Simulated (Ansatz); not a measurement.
For CrB (I4₁/amd, No. 141; cell taken from a computed entry), LDA in Ansatz (PAW) gives:

lattice constant a: 2.870 Å
lattice parameter c: 15.424 Å

### Question
What does r²SCAN+rVV10 in Ansatz (plane waves, PAW) give for the same quantities?

### Answer

- lattice constant a: 2.896 Å (rises by 0.9 %)
- lattice parameter c: 15.570 Å (grows by 0.9 %)

Changes are worked out from the printed values.

Unless a cell is named, each level is at its own relaxed cell (LDA 7.94, r²SCAN+rVV10 8.16 Å³/atom).

The crystal itself was run without spin with LDA, r²SCAN+rVV10; a magnetic state was not tried in these runs.

Caveats: the relaxation could not lower the start's symmetry, so the cell can be a saddle point above a distorted one (LDA, r²SCAN+rVV10). Ansatz's density-functional and Hartree–Fock values are scalar-relativistic unless marked +SOC, with PAW data made under PBE.

Ansatz is a program for electronic structure.
